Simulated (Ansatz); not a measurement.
Ansatz (a quantum-chemistry and plane-wave program) run on LuH₂ (I4mm, 3 atoms in the cell): self-consistent single point.

Level of theory: PBEsol, default PAW files made with PBE (plane waves; Ansatz).

```xyz
3
Lattice="0.0000 2.5021 2.5021 2.5021 0.0000 2.5021 2.5021 2.5021 0.0000" Properties=species:S:1:pos:R:3 pbc="T T T"
Lu     0.0000     0.0000     0.0500
H      1.2510     1.2510     1.2510
H      3.7531     3.7531     3.7531
```

Reference input (self-consistent single point, DFT, PBEsol, plane waves, default PAW files made with PBE): basis.ecutwfc = 420 eV; kpoints.mp_grid.grid = 11 11 11; hamiltonian.xc = pbesol; hamiltonian.pseudopotentials = {kind: paw} (the program's default PAW files); scf.occupations.method = gaussian; scf.occupations.width = 0.1 eV. This run's input differs from it in these lines:

Ansatz 0.2 input:
```diff
@@ -10,3 +10,3 @@
 basis:
-  ecutwfc: 420.0 eV
+  ecutwfc: 295.0 eV
 kpoints:
```

Log, with long lists cut:

```
SCF iter   1: F=—  HF=-14644.835008 eV  |F-HF|=—  |Δ(HF+E_count)|=         —  Δρ=9.21e-3  dr2=1.36e-2  ethr=1.77e-3  ⟨swp⟩=4.9  Hψ=9474  notcnv=0
all-band conjugate gradients solve this SCF's bands
preconditioner: auto → Kerker (q_TF=auto, 2.662 Å⁻¹)
SCF iter   2: F=—  HF=-14644.831066 eV  |F-HF|=—  |Δ(HF+E_count)|=   3.94e-3  Δρ=6.21e-3  dr2=7.77e-3  ethr=5.04e-5  ⟨swp⟩=2.1  Hψ=5060  notcnv=0
   [... lines left out ...]
SCF iter   5: F=—  HF=-14644.828104 eV  |F-HF|=—  |Δ(HF+E_count)|=   4.02e-5  Δρ=8.76e-5  dr2=2.65e-6  ethr=4.12e-7  ⟨swp⟩=2.1  Hψ=3690  notcnv=0
SCF iter   6: F=—  HF=-14644.828118 eV  |F-HF|=—  |Δ(HF+E_count)|=   1.40e-5  Δρ=2.37e-5  dr2=1.36e-7  ethr=9.83e-9  ⟨swp⟩=2.4  Hψ=4106  notcnv=0
SCF iter   7: F=—  HF=-14644.828118 eV  |F-HF|=—  |Δ(HF+E_count)|=   5.26e-8  Δρ=8.00e-6  dr2=1.66e-8  ethr=3.70e-10  ⟨swp⟩=7.0  Hψ=10253  notcnv=0
SCF iter   8: F=-14644.828118 eV  HF=-14644.828118 eV  |F-HF|=6.89e-10  |Δ(HF+E_count)|=   6.27e-9  Δρ=1.59e-6  dr2=1.00e-9  ethr=6.13e-11  ⟨swp⟩=4.9  Hψ=8647  notcnv=0
SCF 1 converged in 8 iterations: F = -14644.828118 eV  dr2 = 1.00e-9
Free energy (F): -14644.828118 eV
Internal energy: -14644.823646 eV  (E = F + TS)
E sigma→0 (E₀):  -14644.825882 eV
Entropy (-TS):   -0.004472 eV (-1.491 meV/atom)
Fermi energy:    13.380530 eV
--- Forces (eV/Å), atoms counted from 1 ---
  atom   1  Lu     0.00000000    -0.00000000    -0.32662937
  atom   2  H     -0.00000000     0.00000000     0.16331959
  atom   3  H      0.00000000    -0.00000000     0.16331959
--- Stress (GPa, compression-positive) ---
       -2.263622       0.000000      -0.000000
        0.000000      -2.263622      -0.000000
       -0.000000       0.000000      -2.358658
  P = ⅓ Tr σ = -2.2953 GPa (-22.953 kbar)
  The stress holds the Pulay correction. Without it, at fixed plane waves, as pw.x and ABINIT print it: P = -6.6694 GPa
```

The run converged in 8 iterations. Against the reference run the free energy rises by 35.0 meV/atom, the pressure goes from -2.49 to -2.30 GPa and the largest force goes from 0.337 to 0.327 eV/Å.

The starting cell comes from a database of computed structures (which also holds hypothetical and non-ambient phases and stackings), without a prior relaxation at this level. Its lattice was rescaled by up to half a per cent. One atom was moved a little off its site on purpose. Ansatz's pressure includes its estimate of the finite-basis (Pulay) stress. Without the estimate this run gives -6.67 GPa. The cutoff lies below the one recommended for these files.
